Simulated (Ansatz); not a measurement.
Data:

```yaml
crystal:
  lattice:
    - [0.00000, 1.73865, 1.73865]
    - [1.73865, 0.00000, 1.73865]
    - [1.73865, 1.73865, 0.00000]
  atoms:
    - { symbol: Cu, position: [0.00000, 0.00000, 0.00000] }
```

Level of theory: PBEsol, DFPT electron-phonon coupling, linearised Boltzmann equation (plane waves, PAW, scalar-relativistic; Ansatz, a program for electronic structure). Condition of this run: hydrostatic pressure 15 GPa (the target of the relaxation). Cell: relaxed with this functional, without spin-orbit coupling, then loaded as said.

Predict the intrinsic resistivity at 300 K.

1.36 μΩ·cm.

How long is the mean free path there?

47 nm, weighted by the current that each state carries. Wires not much wider than this gain resistivity from their walls.

A metal at this level (no band gap). Only scattering by harmonic phonons is included (no impurities, grain boundaries, electron-electron scattering or thermal expansion). Spin-orbit coupling is left out. Halving the electron mesh (40x40x40) moves the resistivity by up to 1 % at 300 K, the mean free path by up to 1 %. Smearing 0.20 eV; phonons on a 7x7x7 q mesh, which this run doesn't test.
